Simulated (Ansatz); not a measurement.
The complex Ga vacancy + O on the N site in wurtzite GaN (the Ga site; N 1.98 Å away, along c) and its isolated parts, with the Fermi level 0.90 eV above the valence-band maximum, each in its stable bound charge state.

The numbers are results of PBE, PAW (plane waves to 420 eV; Ansatz, a first-principles code), not measurements. Details: 96-site cell; 2×2×2 shifted k-points; host gap 1.71 eV; charged states image-corrected; corrections reach 1.2 eV, so highly charged states may be off by several tenths; flagged in the runs: for some of the defects a host whose relaxation on this sampling wasn't shown to rest, a strain field that reaches the edge of the cell.

```tsv
defect	charge	E_f, elements as references (eV)
Ga vacancy	−1	6.71
O on the N site (broken-bond start) [the N site; started 0.95 Å off site, one bond broken]	+1	-2.47
```

**Question.** Is the complex bound, by how much, and in which charge state?

**Answer.** The complex has charge −1 and E_f = 2.60 eV: 6.71 + -2.47 − (2.60) = 1.64 eV, bound. The charge changes by −1 on pairing, so the value moves with the Fermi level.
